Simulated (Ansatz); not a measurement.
Base system: KF in the rock salt structure (space group Fm-3m, No. 225; a = 5.318 Å). Axes: x, y, z lie along the cube axes.

Level of theory: Ansatz (a program for electronic structure) r2SCAN, no spin-orbit coupling.

Free-standing slabs (2 atom(s) a layer) normal to the z axis with 15 Å of vacuum; in-plane cell held at bulk.

One change was made to it. Results:

```tsv
quantity	base	after
shortest interatomic distance	2.659 Å	2.627 Å
band gap	6.91 eV	6.06 eV
gap character	–	direct at Γ
```

Which of these changes matches the shifts?
A. 5 layers
B. 2 layers
C. 1 layer

A, 5 layers. For comparison, the band gap in the other runs: 1 layer gives 5.64 eV; 2 layers gives 5.91 eV.

Whether these cells are dynamically stable was not tested. Labels are those of the standard path for the cell's own space group.
